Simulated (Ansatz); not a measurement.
Given:

```xyz
4
Lattice="4.5134 0.0000 0.0000 -2.2567 3.9088 0.0000 0.0000 0.0000 7.3357" Properties=species:S:1:pos:R:3 pbc="T T T"
Mg     2.2567     1.3029     0.0072
Mg     0.0000     2.6058     3.6751
Te     2.2567     1.3029     4.5790
Te     0.0000     2.6058     0.9112
```

No spin polarisation.

All numbers come from Ansatz (a quantum-chemistry and plane-wave program), PBEsol, PAW, cutoff 420 eV, no spin-orbit coupling, earlier PAW set. k-mesh 8×8×5 (Γ-centred); smearing 0.05 eV (Fermi–Dirac).

What is the computed width of the top valence band?

1.47 eV.

What gap character does the calculation give?

Direct at Γ.

Spin-orbit coupling, missing from the scalar runs, can matter with Te. The cells carry an imposed strain or load. No phonon test of stability was made. The cell was made from MgTe in the wurtzite structure (space group P6_3mc, No. 186) by this change: isotropic strain −1.04 %.
